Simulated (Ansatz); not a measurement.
SiC, response to strain

The parent structure is SiC in the wurtzite structure (space group P6_3mc, No. 186; a = 3.075 Å, c = 5.049 Å). Axes: x lies along a and z along c of the hexagonal cell.

Strains are applied to the cell and any free atomic positions relax; under biaxial strain the out-of-plane vector relaxes too.

Calculations: Ansatz (an electronic-structure program) r2SCAN, no spin-orbit coupling, earlier PAW set.

Candidates:
(a) uniaxial strain ε_yy = +1.37 %
(b) isotropic strain −1.93 %
(c) biaxial strain −1.53 %, plane normal [001], relaxed out of plane
(d) isotropic strain −0.57 %

Base values:

The band gap comes out as 2.65 eV.

### Question
Order them by band gap, highest first.

### Answer
(a) uniaxial strain ε_yy = +1.37 % (2.66 eV), (d) isotropic strain −0.57 % (2.63 eV), (b) isotropic strain −1.93 % (2.56 eV), (c) biaxial strain −1.53 %, plane normal [001], relaxed out of plane (2.46 eV)

Whether these cells are dynamically stable was not tested.
